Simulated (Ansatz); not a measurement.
By PBEsol, the system below comes out a metal.

A figure of merit of an interconnect metal is its ballistic conductance per area.

Here is the system:

```xyz
6
Lattice="4.7855 0.0000 0.0000 -2.3927 4.2411 0.0000 2.3927 0.0000 4.2411" Properties=species:S:1:pos:R:3 pbc="T T T"
Al     2.3927     0.7752     2.1205
Al     2.3927     3.4659     2.1205
Al     4.7855     2.1205     3.4659
Al     0.0000     2.1205     0.7752
Cu     3.5891     0.0000     0.0000
Cu     1.1964     0.0000     0.0000
```

Space group of this cell: I4/mcm. The cell is taken as given; by PBEsol its mean pressure is 0.8 GPa.

The current flows along the normal of the first two printed cell vectors, the (110) plane of the conventional cell. No spin-orbit coupling; the value is a mean over 0.1 eV about the Fermi level.

### Question
Predict the ballistic conductance per area from PBEsol run with Ansatz (an electronic-structure program).

### Answer
0.92 × 10¹⁵ S/m² for both spins.
